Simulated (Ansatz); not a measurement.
GaP (P6₃mc, No. 186, 4 atoms in the cell; start mp-8882; a measured phase of this formula has another space group) was calculated with r²SCAN0 (Ansatz, an electronic-structure program, PAW).

The input as run:

Ansatz 0.2 input:
```yaml
crystal:
  lattice:
    - [3.8326560248, 0.0, 0.0]
    - [-1.9163280124, 3.3191774815, 0.0]
    - [0.0, 0.0, 6.3189935798]
  atoms:
    - { symbol: Ga, position: [0.6666666667, 0.3333333333, 0.5000637076] }
    - { symbol: Ga, position: [0.3333333333, 0.6666666667, 0.0000637076] }
    - { symbol: P, position: [0.6666666667, 0.3333333333, 0.8739362924] }
    - { symbol: P, position: [0.3333333333, 0.6666666667, 0.3739362924] }
basis:
  ecutwfc: 520
  ecutrho_ratio: 4
  xc_grid: 3
kpoints:
  mp_grid: { grid: [9, 9, 4] }
hamiltonian:
  xc: r2scan0
  dispersion: none
  pseudopotentials: { kind: paw }
scf:
  occupations: { method: fermi_dirac, width: 0.01 }
  convergence: { dr2_threshold: 0.0000000004 }
output:
  forces: true
  stress: true
  eigenvalues: true
```

Q: How many irreducible k-points, plane waves at Γ does the program set up, and what pressure does the run end with?

A: 36 irreducible k-points, 2153 plane waves at Γ; P = -0.17 GPa, so the cell is stretched on average and its volume would shrink at this level.

Output (set-up and result lines):

```
WARN output.stress: scf.exx.energy_threshold = 1e-6 eV is looser than the 4e-8 eV advised for a stress under a hybrid functional (1e-8 eV for each atom of the …
Crystal: 4 atoms, lattice volume = 80.386 Å³
Basis set: ecut = 520 eV, 2153 PW (Γ), exchange–correlation on 90×90×144 points (27 copies of the dense FFT grid, shifted against one another)
Bands: 22, of which v1, the nominal top of the filled ones, is band 18 counted from 1 (17 counted from 0)
Symmetry: 12 space group operations
Space group: P63mc (ITA 186), of the structure as read, at distance tolerance 4.3e-5 Å
k-points: 36 of 324 (time reversal used)
Functional: x = r2scan, c = r2scan; τ floored in thin density (d = 2e-4 eV/Å³), warm-up for x = 0.75 r2scan + 0.25 exact, c = r2scan; τ floored in thin density (d = 2e-4 eV/Å³)
SCF iter   1: F=—  HF=-9100.910802 eV  |F-HF|=—  |Δ(HF+E_count)|=         —  Δρ=8.62e-3  dr2=3.74e-2  dr2_τ=1.51e-2
SCF iter   2: F=—  HF=-9100.931285 eV  |F-HF|=—  |Δ(HF+E_count)|=   2.05e-2  Δρ=2.35e-3  dr2=4.95e-3  dr2_τ=1.90e-4
  ...
Crystal: 4 atoms, lattice volume = 80.386 Å³
Initial density: handed on by an earlier stage of this run
Functional: x = 0.75 r2scan + 0.25 exact, c = r2scan; τ floored in thin density (d = 2e-4 eV/Å³)
Crystal: 4 atoms, lattice volume = 80.386 Å³
SCF iter   5: F=—  HF=-9098.319977 eV  |F-HF|=—  |Δ(HF+E_count)|=   1.48e-9  Δρ=3.44e-7  dr2=7.18e-10  dr2_τ=1.39e-12
SCF iter   6: F=-9098.319977 eV  HF=-9098.319977 eV  |F-HF|=1.46e-10  |Δ(HF+E_count)|=   5.42e-9  Δρ=4.52e-7  dr2=1.74e-10  dr2_τ=2.09e-12
SCF 3 converged in 6 iterations: F = -9098.319977 eV  dr2 = 1.74e-10
Free energy (F): -9098.319977 eV
Internal energy: -9098.319977 eV  (E = F + TS)
E sigma→0 (E₀):  -9098.319977 eV
Fermi energy:    7.942009 eV
--- Stress (GPa, compression-positive) ---
       -0.166590       0.000000      -0.000000
       -0.000000      -0.166590       0.000000
       -0.000000       0.000000      -0.183253
  P = ⅓ Tr σ = -0.1721 GPa (-1.721 kbar)
```

The PAW data were made under PBE.

Computing time: roughly 9 core-minutes.

A start named mp-… is a Materials Project structure, which need not be a measured phase.
